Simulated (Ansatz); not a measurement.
System: CuPd (R-3m, No. 166, 2 atoms in the cell; start mp-1225701; a measured phase of this formula has another space group). Method: r²SCAN in Ansatz (PAW).

Run with plane-wave cutoff 560 eV, 24×24×24 k mesh, Fermi–Dirac smearing 0.05 eV, no spin polarisation, scalar-relativistic PAW data made under PBE.

Cell (relaxed at this level):

```
CuPd
1.0
    1.35273     0.78100     4.21728
   -1.35273     0.78100     4.21728
    0.00000    -1.56199     4.21728
Cu Pd
1 1
Direct
  0.00000   0.00000   0.00000
  0.50000   0.50000   0.50000
```

Question: Predict the bulk modulus.

Answer: 
* **bulk modulus**: 173 GPa

Note: the run has no spin polarisation, so it can have missed a magnetic state; the bulk modulus is −V dP/dV from two relaxed cells at ±2 % in volume; the relaxation could not lower the start's symmetry, so the cell can be a saddle point above a distorted one.

The computed numbers hold no vibrational or temperature effects.

A start named mp-… is a Materials Project structure, which need not be a measured phase.

Ansatz is a program for electronic structure.
